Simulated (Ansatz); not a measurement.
Band structure of SbPbBrO2 (I4mm, 5 atoms in the cell).

```
CELL_PARAMETERS angstrom
     -1.96596     1.96596     6.50143
      1.96596    -1.96596     6.50143
      1.96596     1.96596    -6.50143
ATOMIC_POSITIONS crystal
  Sb 0.32895 0.32895 0.00000
  Pb 0.63881 0.63881 0.00000
  Br 0.99801 0.99801 0.00000
  O  0.75502 0.25502 0.50000
  O  0.25502 0.75502 0.50000
```

Level of theory: LDA (PW92), PAW files made with PBE (plane waves; Ansatz, a first-principles code).

Settings: kpoints.mp_grid.grid = 7 7 7; hamiltonian.xc = lda; hamiltonian.pseudopotentials = {kind: paw} (the program's default PAW files); scf.occupations.method = fixed; kpoints.band_path.npoints = 8.

The starting cell comes from a database of computed structures (which also holds hypothetical and non-ambient phases and stackings), without a prior relaxation at this level. Spin-orbit coupling is off.

Problem. Predict the gap along the standard path and the places of the band edges.

Solution. The gap along the path is 1.37 eV, from a point between Z and S1 to Z; the smallest direct gap on it is 2.14 eV.

Levels in eV from the top of the valence band on the path, bands 21 to 28:
```csv
point,21,22,23,24,25,26,27,28
Γ,-1.72,-1.28,-1.28,-0.67,1.65,4.15,5.17,5.17
X,-2.07,-1.72,-1.44,-0.66,2.11,3.77,4.44,4.69
Y,-2.06,-1.78,-1.53,-0.71,2.24,3.84,4.45,4.65
S,-1.93,-1.04,-0.94,-0.04,3.21,4.10,5.04,5.25
Z,-1.35,-1.15,-1.15,-0.91,1.37,4.24,4.38,4.38
S1,-1.93,-1.04,-0.94,-0.04,3.21,4.10,5.04,5.25
N,-1.68,-1.12,-0.94,-0.11,3.14,4.18,5.03,5.14
P,-2.04,-1.72,-1.61,-0.66,2.73,2.73,4.71,5.46
Y1,-2.06,-1.78,-1.53,-0.71,2.24,3.84,4.45,4.65
```

Keys are those of Ansatz 0.2.
